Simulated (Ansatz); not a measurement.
An Ansatz (a quantum-chemistry and plane-wave program) input (r2SCAN (Ansatz, PAW, without spin-orbit coupling)):

Ansatz 0.2 input:
```yaml
crystal:
  lattice:
    - [2.7854163837, 0, 0]
    - [-1.3927081918, 2.4122413484, 0]
    - [0, 0, 4.3907951733]
  atoms:
    - { symbol: Ru, position: [0.6666666667, 0.3333333333, 0.75] }
    - { symbol: Ru, position: [0.3333333333, 0.6666666667, 0.25] }
basis: { ecutwfc: 500, ecutrho_ratio: 4, xc_grid: 4, fft_grid_basis: typed }
kpoints: { mp_grid: { grid: [24, 24, 14] } }
hamiltonian:
  xc: r2scan
  dispersion: none
  pseudopotentials: { kind: paw }
scf: { occupations: { method: fermi_dirac, width: 0.1 }, convergence: { dr2_threshold: 0.0000000002 } }
relax: { f_tol: 0.005, max_steps: 50 }
output: { forces: true, stress: true }
checkpoint: { write: state.ck, write_every: 1000 }
```

**Question.** Which symmetry and how many k-points will the program report, and about how many plane waves at Γ?

**Answer.** Space group P63/mmc (ITA 194) with 24 operations, k-points 488 of 8064, and 749 plane waves at Γ.

**Question.** And the final pressure?

**Answer.** -24.10 GPa (compression positive).

The cells carry an imposed strain or load. No phonon test of stability was made. All final runs are without spin polarisation. The cell was made from Ru in the hcp (Mg type) structure (space group P6_3/mmc, No. 194) by this change: isotropic strain +3.00 %.
